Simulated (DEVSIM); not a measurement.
System: abrupt GaAs p-n junction, at 350 K.

Layer 1 from the left is GaAs, thickness (μm) 11.0, Na (cm⁻³) 6.3e15, τn (s) 9e-8, τp (s) 9e-8. Layer 2 from the left is GaAs, thickness (μm) 33.0, Nd (cm⁻³) 1.8e15, τn (s) 9e-8, τp (s) 9e-8.

Left contact: ohmic. Right contact: ohmic. Voltage is applied to the left contact. Recombination: SRH at mid-gap, radiative. Mobility is μmin + (μ − μmin)/(1 + (N/Nref)^α).

This is a model device: material constants are rounded textbook-type values typed into the input, and sizes, dopings and lifetimes were drawn at random. Values at 300 K; Nc and Nv go as T^1.5, mobilities as T to minus their exponent, the gap by Varshni's rule with the affinity fixed.

GaAs: gap (eV) 1.424, affinity (eV) 4.07, permittivity 12.9, Nc (cm⁻³) 4.7e17, Nv (cm⁻³) 9e18, μn (cm²/Vs) 8500, μp (cm²/Vs) 400, μn,min 500, μp,min 20, Nref,n 6e16, Nref,p 1.5e17, αn 0.39, αp 0.38, T exponent of μn 2.1, T exponent of μp 2.2, B (cm³/s) 2e-10, Varshni α (eV/K) 0.000541, Varshni β (K) 204.

Simulated with DEVSIM: 1D drift-diffusion, Boltzmann statistics, complete ionisation; no tunnelling, impact ionisation, image-force lowering or self-heating.

Dark forward current:

| |V| (V) | |J| (A/cm²) |
|---|---|
| 0.05 | 1.804e-9 |
| 0.10 | 5.731e-9 |
| 0.15 | 1.487e-8 |
| 0.20 | 3.658e-8 |
| 0.25 | 8.866e-8 |
| 0.30 | 2.151e-7 |
| 0.35 | 5.280e-7 |
| 0.40 | 1.331e-6 |
| 0.45 | 3.531e-6 |
| 0.50 | 1.020e-5 |
| 0.55 | 3.333e-5 |
| 0.60 | 0.0001256 |
| 0.65 | 0.0005375 |
| 0.70 | 0.002515 |
| 0.75 | 0.01240 |
| 0.80 | 0.06263 |
| 0.85 | 0.3138 |
| 0.90 | 1.447 |
| 0.95 | 5.286 |
| 1.00 | 13.99 |
| 1.05 | 28.44 |
| 1.10 | 48.64 |
| 1.15 | 74.47 |
| 1.20 | 105.9 |
| 1.25 | 142.8 |
| 1.30 | 185.2 |

Task: Work out the local ideality factor n = ΔV / (kT/q · ln(J2/J1)) between the rows 0.15 and 0.20 V, 0.75 and 0.80 V, 1.25 and 1.30 V.

Result: kT/q = 30.16 mV. From 0.15 to 0.20 V: ln(3.658e-8/1.487e-8) = 0.900, n = 1.84. From 0.75 to 0.80 V: ln(0.06263/0.01240) = 1.620, n = 1.02, near the 1 of diffusion or emission over a barrier. From 1.25 to 1.30 V: ln(185.2/142.8) = 0.260, n = 6.38.

Task: Estimate the current at 0.75 V from the Shockley equation with J0 = Σ q ni² D/(N L) coth(W/L), τ joining the SRH, radiative and Auger lifetimes that are on, and W taken as the whole layer.

Result: ni² = 4.50e16 cm⁻⁶; electrons in the p layer: μ = 4450 cm²/Vs, D = 134 cm²/s, τ = 8.08e-8 s, L = 32.9 μm, W/L = 0.33, term 1.45e-13 A/cm²; holes in the n layer: μ = 242 cm²/Vs, D = 7.31 cm²/s, τ = 8.72e-8 s, L = 7.98 μm, W/L = 4.1, term 3.67e-14 A/cm². J0 = 1.82e-13 A/cm², and J = J0 exp(qV/kT) = 0.0115 A/cm². The simulation gives 0.0124 A/cm²; the estimate lies 7.6 % below. The estimate leaves out recombination in the depletion region and that region's share of W.
